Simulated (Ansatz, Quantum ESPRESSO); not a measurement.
## LaOF (R-3m, 6 atoms in the cell) computed with different codes at matched settings

Self-consistent single point.

```
LaOF
1.0
    2.06074     1.18977     6.85773
   -2.06074     1.18977     6.85773
    0.00000    -2.37954     6.85773
La O F
2 2 2
Direct
  0.74190   0.74190   0.74190
  0.25810   0.25810   0.25810
  0.62271   0.62271   0.62271
  0.37729   0.37729   0.37729
  0.87066   0.87066   0.87066
  0.12934   0.12934   0.12934
```

Shared settings, as Ansatz (an electronic-structure program) writes them: kpoints.mp_grid.grid = 3 3 3; scf.occupations.method = fixed. Potentials and cutoffs stand in the table.

```tsv
code	model	pressure (GPa)	largest force (eV/Å)	gap on the mesh (eV)	cutoff
Quantum ESPRESSO	LDA (PZ), GBRV 1.5 ultrasoft (LDA) pseudopotentials	-11.72	0.343	4.086	40 Ry
Ansatz	LDA (PW92), PAW files made with PBE	-12.20	0.366	4.024	30.9 Ry
```

Size of the force on each atom (eV/Å): Sizes of forces hide their directions.

| code | La1 | La2 | O3 | O4 | F5 | F6 |
|---|---|---|---|---|---|---|
| Quantum ESPRESSO | 0.343 | 0.343 | 0.096 | 0.096 | 0.083 | 0.083 |
| Ansatz | 0.366 | 0.366 | 0.106 | 0.106 | 0.089 | 0.089 |

Gaps are read on the mesh.

The spread over the programs that give each value: pressure within 0.48 GPa; largest force within 0.023 eV/Å; gap on the mesh within 0.062 eV.

Ansatz's pressure is given at a fixed set of plane waves, as the other plane-wave codes print theirs; with its correction for the finite basis it is -11.80 GPa (the shift of 0.40 GPa shows how far the cutoff is from converged). The same LDA comes in different parametrisations, which differ slightly.

On the base mesh (7 7 7) the same programs gave: Ansatz pressure -12.19 GPa, gap on the mesh 4.126 eV; Quantum ESPRESSO pressure -11.70 GPa, gap on the mesh 4.198 eV.

The values differ from the base mesh's, so the mesh still matters here: the table compares the programs at equal settings.

The starting cell comes from a database of computed structures (which also holds hypothetical and non-ambient phases and stackings), without a prior relaxation at this level. Its lattice was rescaled by a random factor within 2.5 % of one.

Left out of this page: ABINIT (with a known weakness of the program).

Keys are those of Ansatz 0.2.
